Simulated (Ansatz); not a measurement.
## Li, element substitutions

Take Li in the bcc (W type) structure (space group Im-3m, No. 229) as the base.

```cif
data_Li2
_chemical_formula_sum 'Li2'
_space_group_name_H-M_alt 'Im-3m'
_space_group_IT_number 229
_space_group_name_Hall '-I 4 2 3'
_cell_length_a 3.47745
_cell_length_b 3.47745
_cell_length_c 3.47745
_cell_angle_alpha 90.000
_cell_angle_beta 90.000
_cell_angle_gamma 90.000
loop_
_atom_site_label
_atom_site_type_symbol
_atom_site_symmetry_multiplicity
_atom_site_Wyckoff_symbol
_atom_site_fract_x
_atom_site_fract_y
_atom_site_fract_z
_atom_site_occupancy
Li1 Li 2 a 0.00000 0.00000 0.00000 1
```
(The calculation used a cell of 1 atom; values per cell refer to that cell.)

Each row replaces one element on all its sites; cell and atoms are relaxed.

All numbers come from r2SCAN in Ansatz (plane waves to 500 eV, PAW, no spin-orbit coupling).

Candidates:
(a) Li → Pr
(b) Li → Na
(c) Li → K

Before the change:

| Quantity | Value |
|---|---|
| Volume per atom | 21.03 Å³ |

Question: Order them by volume per atom, highest first.

Answer: (c) Li → K (76.40 Å³), (b) Li → Na (37.63 Å³), (a) Li → Pr (36.93 Å³)

The magnetic state is the one reached from the starting moments; the real material's order can differ, and small cells can't hold many antiferromagnetic ones. Open 4f shells without U are poorly described, and the f state was not checked. Stability against distortions was not tested. This is not the structure that Pr has at room temperature and ambient pressure.

Ansatz is a first-principles code.
